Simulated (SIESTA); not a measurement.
SIESTA run on KRb2CrF6 (Fm-3m, 10 atoms in the cell): self-consistent single point.

Computed with GGA PBEsol, numerical atomic orbitals DZP, PseudoDojo PBEsol standard norm-conserving potentials (rewritten from UPF to PSML) run with SIESTA 5.4.2.

```xyz
10
Lattice="0.0000 4.3843 4.3843 4.3843 0.0000 4.3843 4.3843 4.3843 0.0000" Properties=species:S:1:pos:R:3 pbc="T T T"
F      1.9291     4.3843     4.3843
F      4.3843     1.9291     4.3843
F      6.8394     4.3843     4.3843
F      4.3843     6.8394     4.3843
F      4.3843     4.3843     1.9291
F      4.3843     4.3843     6.8394
Rb     2.1921     2.1921     2.1921
Rb     6.5764     6.5764     6.5764
K      4.3843     4.3843     4.3843
Cr     0.0000     0.0000     0.0000
```
Moments meant for the start (each program seeds them in its own way; μB, in the order of the atoms F F F F F F Rb Rb K Cr): 0.0 0.0 0.0 0.0 0.0 0.0 0.0 0.0 0.0 3.0.

Reference input (self-consistent single point, DFT, GGA PBEsol, numerical atomic orbitals DZP, PseudoDojo PBEsol standard norm-conserving potentials (rewritten from UPF to PSML)): XC.functional = GGA; XC.authors = PBEsol; potentials = PseudoDojo PBEsol standard; PAO.BasisSize = DZP; PAO.EnergyShift = 0.01 Ry; MeshCutoff = 300 Ry; kgrid.MonkhorstPack = 5 5 5; OccupationFunction = MP; OccupationMPOrder = 1; ElectronicTemperature = 0.05 eV; Spin = polarized; MaxSCFIterations = 150. This run's input differs from it in these lines:

```diff
@@ -35,3 +35,3 @@
 PAO.BasisSize                DZP
-PAO.EnergyShift              0.01 Ry
+PAO.EnergyShift              0.02 Ry
 MeshCutoff                   300 Ry
```

Log, with long lists cut:

```
        iscf     Eharris(eV)        E_KS(eV)     FreeEng(eV)     dDmax    Ef(eV) dHmax(eV)
   scf:    1    -8409.532265    -8610.705992    -8610.706605  0.672365  1.631404 69.656835
     spin moment: {S} , |S| = {        0.0        0.0    0.09513 }     0.09513
   scf:    2    -8756.894258    -8714.454437    -8714.449551  0.991902 -1.822396 13.554316
     spin moment: {S} , |S| = {        0.0        0.0    3.00000 }     3.00000
   scf:    3    -8718.702379    -8716.739188    -8716.739188  0.156923 -2.374208  8.909270
     spin moment: {S} , |S| = {        0.0        0.0    3.00000 }     3.00000
   [... lines left out ...]
     spin moment: {S} , |S| = {        0.0        0.0    3.00000 }     3.00000
   scf:   11    -8718.712323    -8718.711985    -8718.711985  0.001668 -4.088990  0.044296
     spin moment: {S} , |S| = {        0.0        0.0    3.00000 }     3.00000
   scf:   12    -8718.712041    -8718.712027    -8718.712027  0.000493 -4.078419  0.001014
     spin moment: {S} , |S| = {        0.0        0.0    3.00000 }     3.00000
   scf:   13    -8718.712027    -8718.712027    -8718.712027  0.000021 -4.078441  0.000883
     spin moment: {S} , |S| = {        0.0        0.0    3.00000 }     3.00000
SCF Convergence by DM+H criterion
max |DM_out - DM_in|         :     0.0000208001
max |H_out - H_in|      (eV) :     0.0008833650
SCF cycle converged after 13 iterations

Using DM_out to compute the final energy and forces

siesta: E_KS(eV) =            -8718.7120

siesta: E_KS - E_eggbox =     -8718.7120

siesta: Atomic forces (eV/Ang):
     1   -0.694455    0.000497    0.000497
     2    0.000497   -0.694455    0.000497
     3    0.694455   -0.000497   -0.000497
     4   -0.000497    0.694455   -0.000497
     5    0.000497    0.000497   -0.694455
     6   -0.000497   -0.000497    0.694455
     7   -0.000017   -0.000017   -0.000017
     8    0.000017    0.000017    0.000017
     9    0.000000    0.000000   -0.000000
    10   -0.000000   -0.000000   -0.000000
   Tot   -0.000000   -0.000000    0.000000
   Max    0.694455
   [... lines left out ...]
siesta: FreeEng =     -8718.712027
siesta: Cell volume =        168.545367 Ang**3
siesta:         -35.28271037        -67.69879170  kBar
   [... lines left out ...]
     3    -0.228700    7.228700    0.005163  F
     4    -0.228700    7.228700    0.005163  F
     5    -0.228700    7.228700    0.005163  F
     6    -0.228700    7.228700    0.005163  F
     7     0.203569    8.796431   -0.001594  Rb
     8     0.203569    8.796431   -0.001594  Rb
     9     0.578154    8.421846   -0.008061  K
    10     0.386910   13.613090    2.980273  Cr
 Total    -0.000000                3.000000
```

The run converged in 13 iterations. Against the reference run the free energy rises by 517 meV/atom, the pressure goes from -0.39 to -3.53 GPa, the largest force goes from 0.613 to 0.694 eV/Å, the gap on the mesh goes from 2.309 to 2.331 eV and the size of the net moment stays at 0.30 μB/atom.

The starting cell comes from a database of published, mostly measured structures (it also holds non-ambient and calculated ones), without a prior relaxation at this level. Its lattice was rescaled by a random factor within 2.5 % of one. With one magnetic atom in the cell only a parallel order is possible. Values carry the incompleteness of an atom-centred basis. The basis of the alkali or alkaline-earth atoms may lack their empty d shell, which can raise the gap.

Cost on one core of a shared machine: roughly 60 s.
